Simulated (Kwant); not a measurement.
Device: Ge/Si0.2Ge0.8 stack with 1 barrier. One parabolic valley. Leads of mass 0.12 mₑ with the band edge at 0; grid 0.1 nm; bias 0.036 V, dropping linearly over the stack.

```json
[
 {"layer": "1", "thickness (nm)": "4.6", "band offset (eV)": "0.12", "mass (mₑ)": "0.14"}
]
```

The device is made up for the run: typed textbook-type constants, with dimensions and the other settings drawn at random.

Model: one-band effective-mass tight-binding model in one dimension, coherent, no space charge (Kwant).

Sweep values stay those of the base run.

Base results: transmission at E = 134.6 meV 0.52; mean transmission over the sweep 0.30; transmission at E = 180.0 meV 0.88; transmission at E = 89.16 meV 0.19.

Task: What follows from this one change: mass in the first barrier 0.14 → 0.084 mₑ?

Result: transmission at E = 134.6 meV 0.52 → 0.73; mean transmission over the sweep 0.30 → 0.44; transmission at E = 180.0 meV 0.88 → 0.93; transmission at E = 89.16 meV 0.19 → 0.40.

Task: What follows from this one change: height of the first barrier 0.12 → 0.14 eV?

Result: transmission at E = 134.6 meV 0.52 → 0.32; mean transmission over the sweep 0.30 → 0.20; transmission at E = 180.0 meV 0.88 → 0.71; transmission at E = 89.16 meV 0.19 → 0.10.

Task: What follows from this one change: thickness of the first barrier 4.6 → 3.7 nm?

Result: transmission at E = 134.6 meV 0.52 → 0.54; mean transmission over the sweep 0.30 → 0.34; transmission at E = 180.0 meV 0.88 → 0.78; transmission at E = 89.16 meV 0.19 → 0.29.
